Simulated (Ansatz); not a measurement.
Reference: AlN (P6_3mc), PBEsol, rigid bands (plane waves, PAW, scalar-relativistic; Ansatz, a quantum-chemistry and plane-wave program); axes and stresses refer to this cell.

```
CELL_PARAMETERS angstrom
      3.11376     0.00000     0.00000
     -1.55688     2.69659     0.00000
      0.00000     0.00000     4.98369
ATOMIC_POSITIONS crystal
  Al 0.66667 0.33333 0.49902
  Al 0.33333 0.66667 0.99902
  N  0.66667 0.33333 0.88098
  N  0.33333 0.66667 0.38098
```

* **Seebeck coefficient, p-type 1e19 cm⁻³**: 374 μV/K
* **Seebeck coefficient, n-type 1e19 cm⁻³**: -156 μV/K
* **hole mass along z**: 0.41 mₑ

Q: Change: functional PBE, cell relaxed with it. What happens to Seebeck coefficient, p-type 1e19 cm⁻³, Seebeck coefficient, n-type 1e19 cm⁻³, hole mass along z?

A: Seebeck coefficient, p-type 1e19 cm⁻³ moves little, to 377 μV/K; Seebeck coefficient, n-type 1e19 cm⁻³ moves little, to -155 μV/K; hole mass along z grows to 0.43 mₑ.

Q: Change: functional r2SCAN on the same cell. What happens to Seebeck coefficient, p-type 1e19 cm⁻³, Seebeck coefficient, n-type 1e19 cm⁻³, hole mass along z?

A: Seebeck coefficient, p-type 1e19 cm⁻³ moves little, to 372 μV/K; Seebeck coefficient, n-type 1e19 cm⁻³ moves little, to -159 μV/K; hole mass along z moves little, to 0.41 mₑ.

Masses are for dilute carriers at 300 K, harmonic means over directions unless an axis is named. Seebeck coefficients are for the stated density at 300 K, with one relaxation time for all states and whether or not that doping can be reached. Spin-orbit coupling is left out unless a row names it.
